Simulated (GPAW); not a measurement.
Band structure of Mg3Si2O9 (P31m, 14 atoms in the cell).

```
Mg3Si2O9
1.0
    5.41482     0.00000     0.00000
   -2.70741     4.68937     0.00000
    0.00000     0.00000     7.41061
Mg Si O
3 2 9
Direct
  0.00000   0.35586   0.45221
  0.64414   0.64414   0.45221
  0.35586   0.00000   0.45221
  0.66667   0.33333   0.07031
  0.33333   0.66667   0.07031
  0.00000   0.00000   0.34703
  0.69409   0.00000   0.57467
  0.00000   0.69409   0.57467
  0.30591   0.30591   0.57467
  0.49921   0.00000   0.99968
  0.00000   0.49921   0.99968
  0.50079   0.50079   0.99968
  0.66667   0.33333   0.29326
  0.33333   0.66667   0.29326
```

Computed with LDA (Perdew-Wang 92), GPAW PAW datasets LDA (gpaw-data 1.0.1) (plane waves; GPAW).

Settings: mode = pw; ecut = 950 eV; xc = LDA; kpts = 4 4 3; mesh shift (steps) = 0 0 0; occupations.name = fermi-dirac; occupations.width = 0.136 eV; nbands = -18; convergence.density = 1e-05 e/electron; convergence.energy = 1e-05 eV/electron; symmetry.symmorphic = false; symmetry.tolerance = 0.0005; maxiter = 150; bandpath_npoints = 50.

The starting cell comes from a database of computed structures (which also holds hypothetical and non-ambient phases and stackings), without a prior relaxation at this level. The run gives no clean gap (levels at the Fermi energy touch, overlap or are partly filled at this smearing), which alone does not show that the compound is a metal.

Levels in eV from the Fermi level, bands 44 to 50:
| point | 44 | 45 | 46 | 47 | 48 | 49 | 50 |
|---|---|---|---|---|---|---|---|
| Γ | -0.09 | -0.09 | 0.01 | 0.05 | 0.05 | 5.20 | 7.41 |
| M | -0.37 | -0.24 | -0.05 | -0.04 | 0.20 | 7.11 | 7.87 |
| K | -0.29 | -0.29 | -0.04 | -0.04 | 0.18 | 7.93 | 7.93 |
| A | -0.10 | -0.05 | -0.05 | 0.08 | 0.08 | 5.71 | 7.00 |
| L | -0.38 | -0.20 | -0.08 | -0.06 | 0.22 | 7.23 | 8.00 |
| H | -0.28 | -0.28 | -0.06 | -0.06 | 0.23 | 8.04 | 8.04 |

Bands cross the Fermi level along this path, so the cell is metallic at this level.
